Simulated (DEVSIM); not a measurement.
Device: abrupt Si n-p junction, at 300 K.

Layer 1 from the left is Si, thickness (μm) 0.110, Nd (cm⁻³) 2.5e17, τn (s) 0.00045, τp (s) 0.00045. Layer 2 from the left is Si, thickness (μm) 4.40, Na (cm⁻³) 1.6e17, τn (s) 0.00045, τp (s) 0.00045.

Left contact: ohmic. Right contact: ohmic. Voltage is applied to the left contact. Recombination: SRH at mid-gap, radiative, Auger. Mobility is μmin + (μ − μmin)/(1 + (N/Nref)^α).

This is a model device: material constants are rounded textbook-type values typed into the input, and sizes, dopings and lifetimes were drawn at random. Values at 300 K.

Si: gap (eV) 1.124, affinity (eV) 4.05, permittivity 11.7, Nc (cm⁻³) 2.86e19, Nv (cm⁻³) 3.1e19, μn (cm²/Vs) 1417, μp (cm²/Vs) 470, μn,min 52, μp,min 45, Nref,n 9.7e16, Nref,p 2.2e17, αn 0.68, αp 0.72, B (cm³/s) 4.7e-15, Cn (cm⁶/s) 2.8e-31, Cp (cm⁶/s) 9.9e-32.

Question: Estimate by hand the built-in potential, the peak field at zero bias, the capacitance at 0.4 V, and compare with a numerical solution.

Answer: 
- Built-in potential: ni = √(Nc Nv) exp(−Eg/2kT) = 1.08e10 cm⁻³ with Eg = 1.124 eV; Vbi = kT/q ln(Na Nd/ni²) = 0.865 V; numerical 0.865 V.
- Peak field at zero bias: depletion approximation: W = √(2εVbi/(qN)) = 0.107 μm with N = 9.76e16 cm⁻³; field = 2Vbi/W = 162000 V/cm; numerical 157000 V/cm (estimate above by 3.1 %).
- Capacitance at 0.4 V: C = √(qεN / 2(Vbi + |V|)) = 80.0 nF/cm²; numerical 81.6 nF/cm² (estimate below by 2.0 %).

Simulated with DEVSIM: 1D drift-diffusion, Boltzmann statistics, complete ionisation; no tunnelling, impact ionisation, image-force lowering or self-heating.
